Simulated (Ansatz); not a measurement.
Consider this model of amorphous Ti₂₀O₄₂Zr.

```xyz
63
Lattice="9.1503 -0.3713 0.0824 -0.3713 9.5143 -0.0104 0.0824 -0.0104 8.9179" Properties=species:S:1:pos:R:3 pbc="T T T"
Ti     9.0920     0.5002     5.5361
Ti     4.4997     7.8517     3.0334
Ti     7.4232     0.1849     2.9303
Ti     0.9178     4.8487     8.6271
Ti     8.3074     1.5880     8.6571
Ti     4.0232     5.2583     1.4744
Ti     1.7360     5.7199     5.8487
Ti     5.5287     4.3326     7.2730
Ti     2.6240     2.9074     6.0643
Ti     7.6240     3.5182     1.9316
Ti     1.5941     3.1949     3.2975
Ti     6.0745     5.5458     4.4210
Ti     1.0508     8.2541     4.0171
Ti     3.1613     7.2607     8.3128
Ti     5.8088     1.9420     5.4205
Ti     5.2094     0.6316     8.0600
Ti     8.1340     6.7281     1.8004
Ti     0.0802     8.2705     7.6967
Ti     1.9662     1.3796     0.2856
Ti     5.9350     7.9178     6.4163
O      2.1618     1.5272     2.2812
O      3.8921     4.2199     6.7305
O      3.1721     3.7676     2.1589
O      5.4392     0.1751     6.1636
O      5.8690     3.1276     2.3495
O      5.4138     0.2052     2.8854
O      3.0739     6.7608     6.5040
O      0.6270     6.3860     7.4464
O      8.0753     7.2562     8.9449
O      5.7467     7.5403     4.5891
O      7.2992     1.1976     4.5796
O      1.3344     2.0745     4.8525
O     -0.0123     3.7686     3.0125
O      5.1887     4.9117     0.1500
O      4.7929     8.1368     8.0021
O      7.6559     8.4587     6.6059
O      3.9801     1.1803     0.5455
O      7.9896     1.5068     1.8529
O      6.7862     7.9756     2.2640
O      1.9723     8.5398     8.4753
O      0.8520     9.0906     5.8738
O      7.3057     5.3939     3.0943
O      0.4734     0.4852     8.7802
O      2.9061     8.2334     3.7699
O      7.6290     3.2827     8.9831
O      2.4768     5.5378     0.2309
O      6.1051     6.0105     6.5114
O      5.6595     2.3799     7.2684
O      1.2972     4.0982     6.8423
O      2.6920     1.7292     7.3944
O      6.2085     3.8654     5.2756
O      8.6695     9.1426     3.8345
O      8.4938     1.6475     6.8761
O      6.7738     0.5124     8.8007
O      1.0009     2.9671     0.2463
O      8.8298     5.0353     1.1145
O      4.6362     5.7722     3.2654
O      0.5287     7.7599     2.2728
O      4.1250     2.1431     4.6316
O      2.3087     4.4209     4.5653
O      0.6408     6.6583     4.7202
O      3.9096     7.2112     1.3706
Zr     4.2722     1.8969     2.4834
```

Method: PBE, scalar-relativistic without spin-orbit coupling (plane waves to 420 eV, PAW; Ansatz, a first-principles code).

It comes from a melt-quench run on a machine-learned potential (CHGNet), relaxed afterwards by DFT. O atoms were pushed apart under 1.9 Å during the dynamics, to hinder bonds among them. The hot cell started wider than the set density and was brought back towards it in steps. It is the lowest in DFT energy of 2 quenches. It is a model cell: composition and starting density were chosen by hand, and all elements were melted together. No dispersion term was used. Its density started from a set value of 3.69 and ended at 3.69 g/cm³. Cooling (nominally 360 K/ps over its main leg) ran many orders faster than in experiment, which tends to leave more defects and strain. A cell of this size samples the disorder only roughly. The volume was held where the preparation left it and the shape relaxed, at a PBE pressure of 1.7 GPa. Stress components on the final sampling reach 1.8 GPa.

Neighbours within Ti-Ti 3.12 Å, Ti-O 2.54 Å, Ti-Zr 3.27 Å, O-O 1.58 Å, O-Zr 2.65 Å, Zr-Zr 3.41 Å count as bonded. Two cations that share two anions don't count as bonded, nor two that share one unless they lie closer than Ti-Ti 3.04 Å, Ti-Zr 3.18 Å, Zr-Zr 3.32 Å.

Give the coordination numbers, mean bond lengths and angles.


```yaml
Mean coordination of Ti by anions: 5.35 (13 with 5, 7 with 6)
Mean coordination of O: 2.69 (13 with 2, 29 with 3)
Mean coordination of Zr by anions: 6.00 (1 with 6)
Mean Ti-O bond: 1.953 Å (spread 0.132 Å, 107 counted)
Mean O-Zr bond: 2.117 Å (spread 0.060 Å, 6 counted)
Bond angle at Ti: mean 104.8°, spread 26.4°
Bond angle at O: mean 119.4°, spread 19.2°
Bond angle at Zr: mean 104.9°, spread 31.1°
```

List the pairs of like atoms that count as bonded by the rules above.

There are none by these rules.
